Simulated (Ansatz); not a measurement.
Abridged Ansatz (an electronic-structure program) output:

```
Relaxation: its limit of steps is 60 (relax.max_steps)
Pseudopotential: Si, paw, valence charge 4
Crystal: 8 atoms, lattice volume = 139.473 Å³
Basis set: ecut = 420 eV, 2731 PW (Γ), exchange–correlation on 80×80×80 points (8 copies of the dense FFT grid, shifted against one another)
Bands: 24, of which v1, the nominal top of the filled ones, is band 16 counted from 1 (15 counted from 0)
Symmetry: 24 space group operations
k-points: 61 of 1000
Functional: x = pbesol(κ = 0.804, μ = 0.12345679012345678), c = pbesol(β = 0.046)
SCF iter   1: F=—  HF=-4971.739036 eV  |F-HF|=—  |Δ(HF+E_count)|=         —  Δρ=4.69e-2  dr2=2.71e0  ethr=3.10e-3  ⟨swp⟩=8.3  Hψ=9670  notcnv=0  defer=6
SCF iter   2: F=—  HF=-4971.225847 eV  |F-HF|=—  |Δ(HF+E_count)|=   5.13e-1  Δρ=2.75e-2  dr2=9.50e-1  ethr=3.10e-3  ⟨swp⟩=1.0  Hψ=1956  notcnv=0  defer=19
SCF 1 converged in 7 iterations: F = -4970.964639 eV  dr2 = 6.05e-10
relax step   1: F+E_penalty+E_count = -4970.96463880 eV  Δ(F+E_penalty+E_count) = +0.000e0 eV  max|allowed force component| = 6.087e-5 eV/Å  Δτ_max = 0.0000 Å  P = +3.001 GPa  Ω = 139.473 Å³  (7 SCF iters, dr2 threshold 1.00e-7 eV, accepted)
[... steps on the carried basis left out ...]
relax step   5: F+E_penalty+E_count = -4970.90085875 eV  Δ(F+E_penalty+E_count) = +6.134e-5 eV  max|allowed force component| = 7.414e-4 eV/Å  Δτ_max = 0.0000 Å  P = +4.988 GPa  Ω = 136.906 Å³  stress off target by 1.19e-2 GPa  SCF on the basis re-selected at this cell (its energy is not comparable with the rows above)  (3 SCF iters)
SCF converged after 3 iterations
Free energy (F): -4970.900859 eV
Internal energy: -4970.890902 eV  (E = F + TS)
E sigma→0 (E₀):  -4970.895881 eV
Entropy (-TS):   -0.009956 eV (-1.245 meV/atom)
Fermi energy:    8.186257 eV
--- Forces (eV/Å), atoms counted from 1 ---
  atom   1  Si    -0.00074144    -0.00074144    -0.00074144
  atom   2  Si     0.00074144     0.00074144    -0.00074144
  atom   3  Si    -0.00074144     0.00074144     0.00074144
  atom   4  Si     0.00074144    -0.00074144     0.00074144
  atom   5  Si     0.00074144     0.00074144     0.00074144
  atom   6  Si    -0.00074144    -0.00074144     0.00074144
  atom   7  Si     0.00074144    -0.00074144    -0.00074144
  atom   8  Si    -0.00074144     0.00074144    -0.00074144
--- Stress (GPa, compression-positive) ---
        4.988093       0.000000      -0.000000
        0.000000       4.988093       0.000000
        0.000000      -0.000000       4.988093
  P = ⅓ Tr σ = 4.9881 GPa (49.881 kbar)
--- Relaxed structure (4 steps of the walk, 4 accepted, 1 SCFs on fresh bases) ---
  cell:  # Å, volume = 136.9059 Å³
    - [-3.246788861728055, 3.246788861728055, 3.246788861728055]
    - [3.246788861728055, -3.246788861728055, 3.246788861728055]
    - [3.246788861728055, 3.246788861728055, -3.246788861728055]
  atoms:
    - { symbol: Si, position: [0.2073312944842344, 0.2073312944842344, 0.2073312944842344] }
    - { symbol: Si, position: [0.5, 0.0, 0.2926687055157656] }
    - { symbol: Si, position: [0.2926687055157656, 0.5, 0.0] }
    - { symbol: Si, position: [0.0, 0.2926687055157656, 0.5] }
    - { symbol: Si, position: [0.7926687055157656, 0.7926687055157656, 0.7926687055157656] }
    - { symbol: Si, position: [0.5, 0.0, 0.7073312944842345] }
    - { symbol: Si, position: [0.7073312944842345, 0.5, 0.0] }
    - { symbol: Si, position: [0.0, 0.7073312944842345, 0.5] }
```

Question: What was computed, and what are the main results?

Answer: Si, 8 atoms in the cell, with Ansatz, PBEsol, PAW, cutoff 420 eV, no spin-orbit coupling, earlier PAW set, from a series relaxed to a target (pressure 5 GPa). The last SCF converged to F = -4970.900859 eV, or -621.3626 eV per atom, at a pressure of 4.99 GPa. The total energy compares only with runs of the same code, potentials and settings.

Load acts through the strain it causes; cell and atoms are relaxed under it. Whether these cells are dynamically stable was not tested. Competing high-pressure phases were not computed. The cell was made from Si (space group Ia-3, No. 206) by this change: pressure 5 GPa. This is not the structure that Si has at room temperature and ambient pressure.

Keys are those of Ansatz 0.2.
